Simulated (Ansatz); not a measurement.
Effect of uniaxial strain ε_xx = +1.50 % on SiO2

Base system: SiO$_{2}$ (space group P3_221, No. 154; a = 5.022 Å, c = 5.510 Å). Axes: x lies along a and z along c of the hexagonal cell.

Now apply this change: uniaxial strain ε_xx = +1.50 %, all other strain components held at zero, atoms relaxed at fixed cell.

All numbers come from Ansatz (a quantum-chemistry and plane-wave program) PBE, no SOC. k-mesh 8×8×6 (Γ-centred); smearing 0.05 eV (Fermi–Dirac).

The volume per atom rises by 0.20 Å³, from 13.37 Å³ to 13.57 Å³ and the space group goes from P3_221 (No. 154) to C2 (No. 5). The shortest interatomic distance is nearly the same (3.072 bohr against 3.071 bohr) and the energy grows by 0.8 meV/atom. The pressure (mean of the normal stresses, compression positive) goes from zero to -4.4 kbar and the band gap falls by 0.05 eV, from 5.68 eV to 5.63 eV. The gap character comes out as indirect, Y₂ → Γ and the smallest direct gap decreases by 0.05 eV, from 6.01 eV to 5.96 eV. The electron mass remains 0.51 mₑ (at Γ) and the largest internal atomic displacement amounts to 0.070 Å. The stress (xx, yy, zz, yz, xz, xy; compression positive) is (-1.26, 0.06, -0.13, 0.26, 0.00, 0.00) GPa.

Cost of the whole job for the changed cell (relaxation, final SCF and bands): around 6 core-minutes (rough).

Effective masses come from finite differences of ±0.01 Å⁻¹. Whether these cells are dynamically stable was not tested. k-point labels follow each cell's own Brillouin zone.
